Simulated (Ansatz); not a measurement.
Be under a change: biaxial strain +2.38 %, plane normal [001], relaxed out of plane

Start from Be in the hcp (Mg type) structure (space group P6_3/mmc, No. 194; a = 2.2617 Å, c = 3.5692 Å; relaxed with 0.1 eV smearing). Axes: x lies along a and z along c of the hexagonal cell.

Perturbation: biaxial strain +2.38 %, plane normal [001], relaxed out of plane (Cartesian); in-plane vectors clamped, the third vector and the atoms free.

Level of theory: r2SCAN, PAW, 500 eV (Ansatz, an electronic-structure program; spin-orbit coupling left out). k-mesh 29×29×16 (Γ-centred); smearing 0.1 eV (Fermi–Dirac).

The space group is still P6_3/mmc (No. 194) and the shortest interatomic distance grows by 0.033 bohr, from 4.179 bohr to 4.212 bohr. The pressure (mean of the normal stresses, compression positive) goes from zero to -5.1 GPa and the band gap stays zero. The out-of-plane strain is -0.07 % and the ratio −ε⊥/ε∥ amounts to 0.03.

Final structure (turned so that z lies along the plane normal):

```
CELL_PARAMETERS angstrom
      2.31552     0.00000     0.00000
      1.15776     2.00530     0.00000
      0.00000     0.00000     3.56650
ATOMIC_POSITIONS crystal
  Be 0.33333 0.33333 0.75000
  Be 0.66667 0.66667 0.25000
```

Stability against distortions was not tested.
